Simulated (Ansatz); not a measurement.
## Antifluorite K2S

The numbers are results of BLYP (PAW; Ansatz, a first-principles code), not measurements.

Run with plane-wave cutoff 520 eV, 8×8×8 k mesh, Fermi–Dirac smearing 0.01 eV, scalar-relativistic PAW data made under PBE.

Cell: relaxed at this level.

```json
{
  "equilibrium_volume_per_atom": "36.12 Å³/atom",
  "bulk modulus B0": "16.8 GPa",
  "lattice_constant_a": "7.568 Å",
  "band_gap": "2.24 eV (indirect)",
  "smallest_direct_gap_on_the_k_points_sampled": "2.39 eV",
  "pressure derivative B′ of the bulk modulus": "4.4"
}
```

Measured, for comparison: equilibrium volume per atom 33.65 Å³/atom, lattice constant a 7.391 Å (temperature not stated, not corrected to a static lattice; as tabulated in Syrotyuk et al. (2015), arXiv:1510.06546). Computed (rounded) less measured: equilibrium volume per atom +7.3 %, lattice constant a +2.4 %.

Computed values are for the static lattice.

It cost very roughly 50 core-seconds of CPU time.
